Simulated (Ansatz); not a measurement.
Structures of equal composition on the (111) surface of germanium: Si on all surface atoms, H on every dangling bond; Si on all atoms bonded under the surface atoms, H on every dangling bond. The slabs share one bottom face, and each structure is named by its start. These are constructed structures in small cells; real faces may alloy, dewet or reconstruct in larger ones, and not all known structures of the face are among them. Slabs of about 15 Å with all that they carry, Fermi-Dirac smearing of 0.025 eV. Bottom of the slabs: built like the top, H on every dangling bond, free. Relaxed from the named starts with such symmetry as they have, on meshes of like density; energies extrapolated to zero smearing; no spin-orbit coupling, no U. Spin-polarised runs, if any, are marked in brackets, and their order is one that fits the cell; the others ran without spin. Where a second, spin-polarised start was run, the lower counts.

All values below come from PBE (plane waves to 420 eV, PAW; Ansatz, an electronic-structure program).

Q: Put the candidates in order of energy per 1x1 cell, lowest first, for PBE.

A: Si on all surface atoms, H on every dangling bond (0.000 eV), Si on all atoms bonded under the surface atoms, H on every dangling bond (0.128 eV)
